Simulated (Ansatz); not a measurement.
Cost and result by functional for the surface energy of the (111) surface of fcc Pb in its 1x1 cell, outermost plane spacing 2.91 Å in the ideal cut, in Ansatz (plane waves, PAW). Single points on the PBE structure, on one kind of machine; costs are rough ratios of the slab run's core time (references not counted) to the cheapest single point. r2SCAN's cost holds its higher cutoff (500 against 420 eV). Differences are taken against r2SCAN for comparison alone: no measured value is at hand, so the table doesn't rank accuracy.

Set-up: 5 atoms, 11.6 Å thick at the start; mesh 12x12x1; 0.1 eV smearing; dipole correction on; all atoms relaxed; held to the start's symmetry, so lower structures may exist; no spin, no spin-orbit, no U. These notes are the PBE run's.

```
functional                     relative cost  surface energy (J/m²)  less r2SCAN (J/m²)
-----------------------------  -------------  ---------------------  ------------------
PBEsol                                     1                   0.37                0.06
RPBE                                       1                   0.21               -0.10
LDA                                        1                   0.41                0.10
r2SCAN                                     2                   0.31                0.00
PBE (the relaxed run's value)              –                   0.29               -0.02
```

The values span 0.20 J/m², while the single points' costs differ by a factor of roughly 2. Differences are of unrounded values.

Ansatz is a quantum-chemistry and plane-wave program.
